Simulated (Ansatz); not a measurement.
## H2O on the 1x1 (10-10) surface of wurtzite AlN (cut with top plane Al + N), one in a 2x1 cell, started at the site 'hollow Al-Al-N-N'

Host crystal: wurtzite AlN, with a band gap (PBE, scalar-relativistic without spin-orbit coupling).

All values below come from HSE06, at the PBE geometry (plane waves to 420 eV, PAW; Ansatz, a program for electronic structure).

Slab: 35 atoms, 8.9 Å thick at the start under the adsorbate (thin: gaps and levels are the slab's own); k 3x3x1, smearing 0.01 eV, dipole-corrected; single point; no symmetry held, on the structure that PBE left; no spin, no spin-orbit, no U, no dispersion correction. At the end it is bonded to Al + N. In PBE it is, or lies within 0.03 eV of, the lowest of the starts that converged; the order may differ at this level.

| Quantity | Result |
|---|---|
| energy of the end state, in which the adsorbate came apart, against H2O(g) at the same level | -3.01 eV |
| change of the step from the bottom to the top vacuum level, against the clean slab | -0.10 eV |
| height of the binding atom over the mean of the host atoms within 0.3 Å of the top one | 1.689 Å |
| note | in the relaxation the adsorbate left its starting site by 2.0 Å |
| cost | very roughly 40 core-minutes |

A negative adsorption energy means that the adsorbate is more stable on the surface than in its reference.
